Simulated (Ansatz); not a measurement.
Consider a periodic stack without vacuum, fcc Pd (1 1 1) on wurtzite AlN (0 0 1) (film strained to the substrate, started from cuts of the bulks and a machine-learned relaxation; slabs Al18N18 and Pd16, which can lie off the formulas): substrate slab Al18N18, film Pd16, surface cells [[-1, 1], [-2, -1]] and [[0, -2], [2, -2]], film strained by -2.8 and -2.8 %, outermost planes Al/N and Pd/Pd as cut, which need not be the usual terminations and can put a slab off its formula. Its start:

```xyz
52
Lattice="5.4218 0.0000 0.0124 2.7109 4.6954 0.0232 -0.1657 -1.5999 25.3092" Properties=species:S:1:pos:R:3 pbc="T T T"
Al     4.6050     1.8387     1.1018
Al     1.9270     0.2307     1.0813
Al     7.1608     3.0398     0.9188
Al     6.3592     1.6579     3.6496
Al     3.6533     0.0675     3.6180
Al     3.6228     3.2149     3.6328
N      4.5464     1.6545     3.0868
N      1.8389     0.0849     3.0727
N      7.2543     3.2087     3.0148
N      6.3511     1.6378     5.5439
N      3.6430     0.0626     5.5226
N      3.6316     3.1975     5.5348
Al     4.5379     1.6307     6.1550
Al     1.8311     0.0631     6.1376
Al     7.2524     3.1970     6.1801
Al     6.3445     1.6124     8.6667
Al     3.6264     0.0555     8.6552
Al     3.6364     3.1873     8.6713
N      4.5363     1.6216     8.0426
N      1.8259     0.0541     8.0220
N      7.2489     3.1863     8.0637
N      6.3432     1.5963    10.5537
N      3.6162     0.0443    10.5409
N      3.6330     3.1796    10.5600
Al     4.5320     1.6006    11.1621
Al     1.8205     0.0386    11.1930
Al     7.2353     3.1712    11.1656
Al     6.3253     1.6187    13.6936
Al     3.6539     0.0256    13.7088
Al     3.5890     3.0948    13.6663
N      4.5373     1.5794    13.0280
N      1.8160     0.0130    13.1005
N      7.2234     3.1591    13.0306
N      6.2308     1.7614    15.5827
N      3.9395     0.0286    15.5678
N      3.3027     2.6541    15.5028
Pd     4.6416     2.0441    16.8544
Pd     1.9635     2.3300    17.1204
Pd     2.9688    -0.1953    17.2324
Pd     0.4894    -0.1575    16.0881
Pd     1.8508     0.6044    19.5576
Pd     4.5949     0.6051    19.3600
Pd     3.2446     2.9595    19.4420
Pd     5.9283     2.9547    19.5741
Pd     4.5920    -0.9786    21.7949
Pd     1.8678    -1.0136    22.0065
Pd     5.9200     1.3322    21.8506
Pd     3.2533     1.3351    21.7739
Pd     4.6067     1.9731    24.4369
Pd     7.3332     2.1041    24.0072
Pd     3.1708    -0.3201    24.4594
Pd     5.9389    -0.3147    24.4725
```

The start was prepared with a machine-learned potential, and the result is one local minimum, with the in-plane cell held and forces under 0.04 eV/Å; the film can end far from its bulk form.

These are PBE (plane waves to 420 eV, PAW; Ansatz, a quantum-chemistry and plane-wave program) values and carry that method's errors. Scalar-relativistic, without spin–orbit coupling; the runs are not spin-polarised; PBE gaps are too small against experiment. Its k-point mesh 6×6×1, Fermi–Dirac width 0.05 eV.

Task: Predict the relaxed interface.

Result: 
| Property | Result |
|---|---|
| interface area | 25.5 Å² |
| period | 25.00 Å |
| heights between the nearest atoms of the two slabs at the two interfaces | 0.55 and 1.71 Å |
| Al–Pd contacts across the interfaces within 1.22 times the sum of covalent radii | 11, mean 2.58 Å |
| N–Pd contacts across the interfaces within 1.22 times the sum of covalent radii | 8, mean 1.99 Å |
